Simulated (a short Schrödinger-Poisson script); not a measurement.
MOS inversion layer, SiO2 on p-type Si(110)

System: MOS inversion layer, SiO2 on p-type Si(110), at 300 K.

```
layer  material  thickness (nm)  Na (cm⁻³)
-----  --------  --------------  ---------
1          SiO2             2.8          -
2            Si             550       6e17
```

Constants are typed, rounded textbook-type inputs, not results; the design itself was drawn at random and stands for no fabricated device. SiO2: permittivity 3.9, conduction-band edge (eV) 3.15, gap (eV) 9, electron mass (mₑ) 0.5. Si: permittivity 11.7, conduction-band edge (eV) 0, gap (eV) 1.124, Nv at 300 K (cm⁻³) 3.1e19.

Channel valleys (confinement mass, in-plane density-of-states mass, number): Δ4 0.315, 0.324, 4; Δ2 0.19, 0.417, 2. At the gate the conduction-band edge of layer 1 lies 3.55 eV − eVg above the Fermi level of the channel; the field vanishes at the back. Gaps are held at their typed values at every temperature. Mesh 0.03 nm at interfaces.

From a short Schrödinger-Poisson script (our own, NumPy): 1D Poisson equation in equilibrium, electrons quantum, Hartree (BenDaniel-Duke, 12 states a valley, the channel's in-plane mass for all, wave functions free to enter the dielectric), parabolic valleys, classical holes, full ionisation, no traps, pinning or gate leakage.

| Vg (V) | electrons (cm⁻²) | C (μF/cm²) | Δ4 E0 (meV) | Δ4 E1 (meV) | Δ2 E0 (meV) | Δ2 E1 (meV) |
|---|---|---|---|---|---|---|
| 0.4 | 1.98e6 | 0.220 | 416.0 | 504.0 | 432.7 | 535.8 |
| 0.6 | 8.53e8 | 0.205 | 258.7 | 354.2 | 276.6 | 388.6 |
| 0.8 | 1.81e11 | 0.587 | 119.7 | 221.7 | 138.6 | 258.3 |
| 1 | 1.13e12 | 0.923 | 71.5 | 179.5 | 91.7 | 217.0 |
| 1.2 | 2.32e12 | 0.998 | 51.7 | 165.4 | 73.2 | 203.4 |
| 1.4 | 3.58e12 | 1.03 | 39.3 | 158.2 | 62.0 | 196.6 |
| 1.6 | 4.88e12 | 1.05 | 30.2 | 154.0 | 54.0 | 192.6 |
| 1.8 | 6.21e12 | 1.07 | 22.9 | 151.3 | 47.7 | 190.2 |
| 2 | 7.55e12 | 1.08 | 16.7 | 149.6 | 42.5 | 188.6 |
| 2.2 | 8.90e12 | 1.09 | 11.3 | 148.4 | 38.0 | 187.6 |

Gate voltages with under 1e6 electrons/cm² are left out.

Subbands count from the Fermi level.
